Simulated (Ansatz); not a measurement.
Ni3Sn2S2 (R-3m), PBEsol, DFPT electron-phonon coupling, linearised Boltzmann equation in Ansatz (an electronic-structure program). Phonon-limited resistivity 34.9 μΩ·cm at 300 K along x (a = (2.71, 1.57, 4.34) Å; b = (-2.71, 1.57, 4.34) Å; c = (0.00, -3.13, 4.34) Å), current-weighted mean free path 6.1 nm.

Problem. What is the classical skin depth at 10 GHz (nonmagnetic, μ₀ = 1.257×10⁻⁶ H/m)?

Solution. δ = √(ρ/(π f μ₀)) = 2970 nm.

Problem. Estimate the resistivity of a 40 nm square wire with diffuse walls from ρ ≈ ρ₀(1 + 3ℓ/4d).

Solution. 1 + 0.75 × 6.1/40 = 1.11, so ρ ≈ 38.9 μΩ·cm and a line 1 μm long has 243 Ω. The formula is the free-electron limit for d well above ℓ; grain boundaries add to it.

A metal at this level (no band gap). Only scattering by harmonic phonons is included (no impurities, grain boundaries, electron-electron scattering or thermal expansion). Spin-orbit coupling is left out. The run warned that the eigensolver left some states short of its tolerance. Halving the electron mesh (20x20x20) moves the resistivity by up to 9 % at 300 K, the mean free path by up to 4 %. Smearing 0.20 eV; phonons on a 3x3x3 q mesh, which this run doesn't test.

Formula and space group known from diffraction (Crystallography Open Database), not checked to be the room-temperature form: Ni3Sn2S2 (R-3m). Treated as nonmagnetic (a ferromagnetic start lost its moment, other orders weren't tried): Ni3Sn2S2 (R-3m).
